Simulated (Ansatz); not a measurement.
## What isotropic strain +3.00 % does to CuAu

Consider CuAu (space group P4/mmm, No. 123; a = 2.8129 Å, c = 3.5930 Å; relaxed with 0.1 eV smearing).

Modification: every lattice vector is stretched by 3.00 %; the atoms relax in the strained cell.

Level of theory: Kohn–Sham DFT with the PBEsol functional, run in Ansatz (an electronic-structure program) with PAW and 420 eV plane waves, spin-orbit coupling left out. Settings: 20×20×16 k-points, 0.1 eV Fermi–Dirac smearing.

| quantity | base | changed | shift |
|---|---|---|---|
| space group | P4/mmm (No. 123) | P4/mmm (No. 123) | – |
| shortest interatomic distance | 268.0 pm | 276.1 pm | +8.04 pm |
| energy relative to the base (free energy F) | 0 meV/atom | +54 meV/atom | +54 meV/atom |
| pressure (mean of the normal stresses, compression positive) | 0.0 GPa | -11.9 GPa | -11.9 GPa |
| band gap | zero | zero | – |

Final structure:

```
CELL_PARAMETERS angstrom
      2.89724     0.00000     0.00000
      0.00000     2.89724     0.00000
      0.00000     0.00000     3.70074
ATOMIC_POSITIONS crystal
  Cu 0.00000 0.00000 0.00000
  Au 0.50000 0.50000 0.50000
```

Cost of the whole job for the changed cell (relaxation, final SCF and bands): roughly 40 core-seconds.

Whether these cells are dynamically stable was not tested. All final runs are without spin polarisation.
